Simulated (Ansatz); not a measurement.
The starting structures come from a database of crystals and need not be the phases stable at ambient conditions.

Here is the system:

```xyz
18
Lattice="6.7844 0.0000 0.0000 0.0000 6.7844 0.0000 0.0000 0.0000 7.8862" Properties=species:S:1:pos:R:3 pbc="T T T"
Rb     3.3922     3.3922     3.9431
Rb     0.0000     0.0000     3.9431
Nb     3.3922     0.0000     7.0899
Nb     0.0000     3.3922     0.7963
As     0.0000     0.0000     0.0000
As     3.3922     3.3922     0.0000
Cl     0.0000     3.3922     3.4926
Cl     3.3922     0.0000     4.3936
O      0.0000     1.3413     1.0745
O      2.0509     3.3922     1.0745
O      0.0000     5.4431     1.0745
O      4.7335     3.3922     1.0745
O      3.3922     2.0509     6.8117
O      5.4431     0.0000     6.8117
O      3.3922     4.7335     6.8117
O      1.3413     0.0000     6.8117
O      0.0000     3.3922     6.9382
O      3.3922     0.0000     0.9480
```

Space group of this cell: P4/nmm. The cell is taken as given; by r2SCAN its mean pressure is -5.1 GPa.

Transport runs along the normal of the first two printed cell vectors, the (001) plane of the conventional cell.

The gap is the functional's own. No spin-orbit coupling. Mid-gap values are interpolated on the energy grid.

Problem. Predict the band gap and the smallest decay constant κ at mid-gap from r2SCAN in Ansatz (a program for electronic structure).

Solution. Gap 3.62 eV on a 6×6×4 mesh; κ = 0.377 1/Å, at the zone centre.
